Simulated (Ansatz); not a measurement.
The parent structure is Pt in the fcc (Cu type) structure (space group Fm-3m, No. 225; a = 3.895 Å; relaxed with 0.1 eV smearing). Axes: x, y, z lie along the cube axes.

Computed with LDA, PAW, 420 eV (Ansatz, a quantum-chemistry and plane-wave program; spin-orbit coupling left out).

Strains are applied to the cell and any free atomic positions relax.

One change was made to it. Results:

```csv
quantity,base,after
energy relative to the base (free energy F),0 meV/atom,+1.2 meV/atom
"pressure (mean of the normal stresses, compression positive)",0.0 GPa,0.1 GPa
```

**Question.** Which change produced these results?
A) tensor shear ε_xy = +2.00 %
B) tensor shear ε_xy = +1.43 %
C) tensor shear ε_xy = +1.71 %
D) tensor shear ε_xy = +0.86 %

**Answer.** D, tensor shear ε_xy = +0.86 %. For comparison, the energy relative to the base in the other runs: tensor shear ε_xy = +1.71 % gives +5.0 meV/atom; tensor shear ε_xy = +1.43 % gives +3.5 meV/atom; tensor shear ε_xy = +2.00 % gives +6.8 meV/atom.

Stability against distortions was not tested. All final runs are without spin polarisation.
